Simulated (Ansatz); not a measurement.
## Rock-salt LaSe

Calculation: PBEsol (plane waves, PAW; Ansatz, a program for electronic structure).

Settings: plane-wave cutoff 500 eV, 12×12×12 k mesh, Fermi–Dirac smearing 0.05 eV, scalar-relativistic PAW data made under PBE.

Cell (relaxed at this level):

```
LaSe
1.0
    0.00000     3.00937     3.00937
    3.00937     0.00000     3.00937
    3.00937     3.00937     0.00000
La Se
1 1
Direct
  0.00000   0.00000   0.00000
  0.50000   0.50000   0.50000
```

For rock-salt LaSe, the band gap is zero (no gap).

Spin–orbit coupling is not included.

The computed numbers hold no vibrational or temperature effects.

Computing time: around 40 core-seconds (rough).
